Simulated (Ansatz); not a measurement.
Take La2O3 (space group P-3m1, No. 164; a = 3.940 Å, c = 6.188 Å) as the base.

(Cell as relaxed with PBE.)

Levels (all Ansatz, a first-principles code, PAW, earlier PAW set): PBE (420 eV, spin-orbit coupling left out); PBEsol (420 eV, no spin-orbit coupling).

Each level relaxes its own structure.

```csv
base,PBE,PBEsol
volume per atom,16.64 Å³,15.96 Å³
lattice parameter a,3.940 Å,3.906 Å
band gap,3.83 eV,3.77 eV
```

The change: cell and atoms relaxed at a pressure of 30 GPa.

| quantity | PBE | PBEsol |
|---|---|---|
| smallest direct gap | 3.90 eV | 3.77 eV |
| shift of the gap caused by the change | -0.10 eV | -0.16 eV |
| lattice parameter a | 3.830 Å | 3.810 Å |
| valley order (the lowest conduction-band minima on the path, energy above the VBM, named in the base's zone) | K (1/3, 1/3, 0) 3.74 eV; Γ 4.10 eV | K (1/3, 1/3, 0) 3.61 eV; Γ 3.94 eV |

PBE's smallest direct gap lies 0.13 eV above PBEsol's; PBE's shift of the gap caused by the change lies 0.070 eV above PBEsol's; PBE's lattice parameter a lies 0.0194 Å above PBEsol's (0.5 %); both order the valleys alike. Neither level is exact; PBEsol is the comparison here, not a measurement.

Load acts through the strain it causes; cell and atoms are relaxed under it. Whether these cells are dynamically stable was not tested. Competing high-pressure phases were not computed.
